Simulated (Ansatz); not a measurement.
Take MoSi₂ (space group I4/mmm, No. 139; a = 3.202 Å, c = 7.819 Å) as the base. Axes: x, y, z lie along a, b, c of the conventional cell.

Calculations: r2SCAN (Ansatz, an electronic-structure program), without spin-orbit coupling, earlier PAW set.

For the base:

| Item | Result |
|---|---|
| Volume per atom | 13.36 Å³ |

Perturbation: biaxial strain +0.99 %, plane normal [001], relaxed out of plane (Cartesian); in-plane vectors clamped, the third vector and the atoms free.

**Question.** Predict the new volume per atom and energy relative to the base.

**Answer.** The volume per atom goes up by 0.22 Å³ to 13.58 Å³; the energy goes up by 4.0 meV/atom.

The mesh was chosen for an insulator and is coarse for the gapless case. Without a gap, meshes like the base's 14×14×14 leave anisotropic stresses uncertain by several tenths of a GPa, and small strain energies with them. Stability against distortions was not tested. The final runs are not spin-polarised.
